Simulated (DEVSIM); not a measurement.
System: abrupt Si p-n junction, at 300 K.

```
layer (left to right)  material  thickness (μm)  Nd (cm⁻³)  Na (cm⁻³)  τn (s)  τp (s)
---------------------  --------  --------------  ---------  ---------  ------  ------
1                            Si            1.40          -     8.6e15  1.2e-5  1.2e-5
2                            Si            96.0     5.8e15          -  1.2e-5  1.2e-5
```

Left contact: ohmic. Right contact: ohmic. Voltage is applied to the left contact. Recombination: SRH at mid-gap. Mobility is constant in doping.

Constants are typed, rounded textbook-type inputs, not results; the design itself was drawn at random and stands for no fabricated device. Values at 300 K.

| parameter | Si |
|---|---|
| gap (eV) | 1.124 |
| affinity (eV) | 4.05 |
| permittivity | 11.7 |
| Nc (cm⁻³) | 2.86e19 |
| Nv (cm⁻³) | 3.1e19 |
| μn (cm²/Vs) | 1417 |
| μp (cm²/Vs) | 470 |

Model (solved in DEVSIM): 1D drift-diffusion, Boltzmann statistics, complete ionisation; no tunnelling, impact ionisation, image-force lowering or self-heating.

Problem. Tabulate band edges, carrier densities and field at zero bias.

Solution. Energies count from the Fermi level of the right contact; mesh points crowd at the junctions.

```json
[
 {"x (μm)": "0.000", "Ec (eV)": "0.912", "Ev (eV)": "-0.212", "n (cm⁻³)": "14000", "p (cm⁻³)": "8.6e15", "field (V/cm)": "≈ 0"},
 {"x (μm)": "0.03917", "Ec (eV)": "0.912", "Ev (eV)": "-0.212", "n (cm⁻³)": "14000", "p (cm⁻³)": "8.6e15", "field (V/cm)": "≈ 0"},
 {"x (μm)": "0.1336", "Ec (eV)": "0.912", "Ev (eV)": "-0.212", "n (cm⁻³)": "14000", "p (cm⁻³)": "8.6e15", "field (V/cm)": "≈ 0"},
 {"x (μm)": "0.3831", "Ec (eV)": "0.912", "Ev (eV)": "-0.212", "n (cm⁻³)": "14000", "p (cm⁻³)": "8.6e15", "field (V/cm)": "≈ 0"},
 {"x (μm)": "1.054", "Ec (eV)": "0.912", "Ev (eV)": "-0.212", "n (cm⁻³)": "14000", "p (cm⁻³)": "8.4e15", "field (V/cm)": "-130"},
 {"x (μm)": "1.281", "Ec (eV)": "0.846", "Ev (eV)": "-0.278", "n (cm⁻³)": "170000", "p (cm⁻³)": "6.7e14", "field (V/cm)": "-11000"},
 {"x (μm)": "1.367", "Ec (eV)": "0.708", "Ev (eV)": "-0.416", "n (cm⁻³)": "3.7e7", "p (cm⁻³)": "3.2e12", "field (V/cm)": "-22000"},
 {"x (μm)": "1.412", "Ec (eV)": "0.597", "Ev (eV)": "-0.527", "n (cm⁻³)": "2.7e9", "p (cm⁻³)": "4.3e10", "field (V/cm)": "-25000"},
 {"x (μm)": "1.472", "Ec (eV)": "0.462", "Ev (eV)": "-0.662", "n (cm⁻³)": "4.9e11", "p (cm⁻³)": "2.4e8", "field (V/cm)": "-20000"},
 {"x (μm)": "1.622", "Ec (eV)": "0.267", "Ev (eV)": "-0.857", "n (cm⁻³)": "9.5e14", "p (cm⁻³)": "120000", "field (V/cm)": "-6700"},
 {"x (μm)": "2.030", "Ec (eV)": "0.220", "Ev (eV)": "-0.904", "n (cm⁻³)": "5.8e15", "p (cm⁻³)": "20000", "field (V/cm)": "≈ 0"},
 {"x (μm)": "3.790", "Ec (eV)": "0.220", "Ev (eV)": "-0.904", "n (cm⁻³)": "5.8e15", "p (cm⁻³)": "20000", "field (V/cm)": "≈ 0"},
 {"x (μm)": "7.803", "Ec (eV)": "0.220", "Ev (eV)": "-0.904", "n (cm⁻³)": "5.8e15", "p (cm⁻³)": "20000", "field (V/cm)": "≈ 0"},
 {"x (μm)": "17.80", "Ec (eV)": "0.220", "Ev (eV)": "-0.904", "n (cm⁻³)": "5.8e15", "p (cm⁻³)": "20000", "field (V/cm)": "≈ 0"},
 {"x (μm)": "58.26", "Ec (eV)": "0.220", "Ev (eV)": "-0.904", "n (cm⁻³)": "5.8e15", "p (cm⁻³)": "20000", "field (V/cm)": "≈ 0"},
 {"x (μm)": "82.72", "Ec (eV)": "0.220", "Ev (eV)": "-0.904", "n (cm⁻³)": "5.8e15", "p (cm⁻³)": "20000", "field (V/cm)": "≈ 0"},
 {"x (μm)": "91.67", "Ec (eV)": "0.220", "Ev (eV)": "-0.904", "n (cm⁻³)": "5.8e15", "p (cm⁻³)": "20000", "field (V/cm)": "≈ 0"},
 {"x (μm)": "95.26", "Ec (eV)": "0.220", "Ev (eV)": "-0.904", "n (cm⁻³)": "5.8e15", "p (cm⁻³)": "20000", "field (V/cm)": "≈ 0"},
 {"x (μm)": "96.84", "Ec (eV)": "0.220", "Ev (eV)": "-0.904", "n (cm⁻³)": "5.8e15", "p (cm⁻³)": "20000", "field (V/cm)": "≈ 0"},
 {"x (μm)": "97.20", "Ec (eV)": "0.220", "Ev (eV)": "-0.904", "n (cm⁻³)": "5.8e15", "p (cm⁻³)": "20000", "field (V/cm)": "≈ 0"},
 {"x (μm)": "97.34", "Ec (eV)": "0.220", "Ev (eV)": "-0.904", "n (cm⁻³)": "5.8e15", "p (cm⁻³)": "20000", "field (V/cm)": "≈ 0"},
 {"x (μm)": "97.40", "Ec (eV)": "0.220", "Ev (eV)": "-0.904", "n (cm⁻³)": "5.8e15", "p (cm⁻³)": "20000", "field (V/cm)": "≈ 0"}
]
```
